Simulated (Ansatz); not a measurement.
The parent structure is Pt in the fcc (Cu type) structure (space group Fm-3m, No. 225; a = 3.940 Å). Axes: x, y, z lie along the cube axes.

Level of theory: r2SCAN (Ansatz, a program for electronic structure), scalar-relativistic without spin-orbit coupling.

Base values:

| Item | Result |
|---|---|
| Pressure | 0.0 GPa |
| Volume per atom | 15.29 Å³ |
| Band gap | zero |

It is then changed as follows: biaxial strain −2.24 %, plane normal [111], relaxed out of plane (Cartesian); in-plane vectors clamped, the third vector and the atoms free.

Problem. What happens to the energy relative to the base?

Solution. The energy rises by 16 meV/atom.

Problem. How does this affect the pressure?

Solution. The pressure (mean of the normal stresses, compression positive) goes from zero to 5.4 GPa.

Problem. What does the calculation give for the volume per atom after the change?

Solution. The volume per atom drops by 0.24 Å³ to 15.05 Å³.

Problem. Estimate the effect on the band gap.

Solution. The band gap stays zero.

Without a gap, meshes like the base's 20×20×20 leave anisotropic stresses uncertain by several tenths of a GPa, and small strain energies with them. Stability against distortions was not tested. All final runs are without spin polarisation.
